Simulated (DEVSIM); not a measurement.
Device: abrupt Si n-p junction, at 300 K.

```csv
layer (left to right),material,thickness (μm),Nd (cm⁻³),Na (cm⁻³),τn (s),τp (s)
1,Si,41.0,2.6e17,-,2.7e-5,2.7e-5
2,Si,1.40,-,3e16,2.7e-5,2.7e-5
```

Left contact: ohmic. Right contact: ohmic. Voltage is applied to the left contact. Recombination: SRH at mid-gap, radiative. Mobility is μmin + (μ − μmin)/(1 + (N/Nref)^α).

Constants are typed, rounded textbook-type inputs, not results; the design itself was drawn at random and stands for no fabricated device. Values at 300 K.

```tsv
parameter	Si
gap (eV)	1.124
affinity (eV)	4.05
permittivity	11.7
Nc (cm⁻³)	2.86e19
Nv (cm⁻³)	3.1e19
μn (cm²/Vs)	1417
μp (cm²/Vs)	470
μn,min	52
μp,min	45
Nref,n	9.7e16
Nref,p	2.2e17
αn	0.68
αp	0.72
B (cm³/s)	4.7e-15
```

Model (solved in DEVSIM): 1D drift-diffusion, Boltzmann statistics, complete ionisation; no tunnelling, impact ionisation, image-force lowering or self-heating.

The thickness of layer 2 was swept, all else fixed.

```
thickness of layer 2 (μm)  dark forward voltage at 100 A/cm² (V)  dark forward voltage at 1 A/cm² (V)
-------------------------  -------------------------------------  -----------------------------------
0.28                                                       0.685                                0.540
0.49                                                       0.700                                0.560
0.84                                                       0.719                                0.576
1.4                                                        0.733                                0.591
2.4                                                        0.747                                0.605
4.2                                                          ___                                  ___
7                                                          0.780                                0.633
```

Q: Some entries are withheld; supply them.

A: 
- 4.2, dark forward voltage at 100 A/cm² (V): 0.764
- 4.2, dark forward voltage at 1 A/cm² (V): 0.620
